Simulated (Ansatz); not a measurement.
Consider CdS in the zinc blende structure (space group F-43m, No. 216; a = 5.8242 Å).

Computed with DFT with PBEsol, PAW potentials and a 420 eV plane-wave cutoff in Ansatz (a first-principles code), no spin-orbit coupling.

Strains are applied to the cell and any free atomic positions relax.

One change was made to it. Results:

The gap character stays direct at Γ; the pressure goes from zero to 6.93 GPa; the electron mass changes from 0.11 mₑ (at Γ) to 0.13 mₑ (at Γ); the energy grows by 43 meV/atom; the mean gap deformation potential ΔEg/Δln V amounts to -1.9 eV.

Question: Which of these changes matches the shifts?
A) isotropic strain −3.00 %
B) isotropic strain +2.00 %
C) isotropic strain −0.50 %
D) isotropic strain +2.50 %

Answer: A, isotropic strain −3.00 %. For comparison, the electron mass in the other runs: isotropic strain +2.00 % gives 0.10 mₑ (at Γ); isotropic strain +2.50 % gives 0.10 mₑ (at Γ); isotropic strain −0.50 % gives 0.11 mₑ (at Γ).

Masses are band curvatures over ±0.01 Å⁻¹ around the edge. Gaps are Kohn–Sham eigenvalue differences; semilocal functionals usually give less than the measured gap. Whether these cells are dynamically stable was not tested.
